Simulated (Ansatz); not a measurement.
System: Mg₂SnO₄ (Pbam, No. 55, 14 atoms in the cell; start mp-755856). Method: HSE06 (PAW; Ansatz, a quantum-chemistry and plane-wave program).

Run with plane-wave cutoff 460 eV, 4×2×6 k mesh (along the axes of the cell as run), Fermi–Dirac smearing 0.01 eV, scalar-relativistic PAW data made under PBE.

Cell (relaxed with PBEsol):

```
Mg2SnO4
1.0
    5.17121     0.00000     0.00000
    0.00000     9.82143     0.00000
    0.00000     0.00000     3.07590
Mg Sn O
4 2 8
Direct
  0.02106   0.28839   0.50000
  0.97894   0.71161   0.50000
  0.52106   0.21161   0.50000
  0.47894   0.78839   0.50000
  0.00000   0.00000   0.00000
  0.50000   0.50000   0.00000
  0.21707   0.82297   0.00000
  0.78293   0.17703   0.00000
  0.71707   0.67703   0.00000
  0.28293   0.32297   0.00000
  0.21127   0.08807   0.50000
  0.78873   0.91193   0.50000
  0.71127   0.41193   0.50000
  0.28873   0.58807   0.50000
```

Question: Estimate the band gap and smallest direct gap on the k points sampled that the calculation returns.

Answer: 
- band gap: 4.61 eV (on the SCF k mesh)
- smallest direct gap on the k points sampled: 4.67 eV

Note: cell and atoms aren't relaxed at this level (pressure -2.2 GPa).

Spin–orbit coupling is not included.

The computed numbers hold no vibrational or temperature effects.

A start named mp-… is a Materials Project structure, which need not be a measured phase.
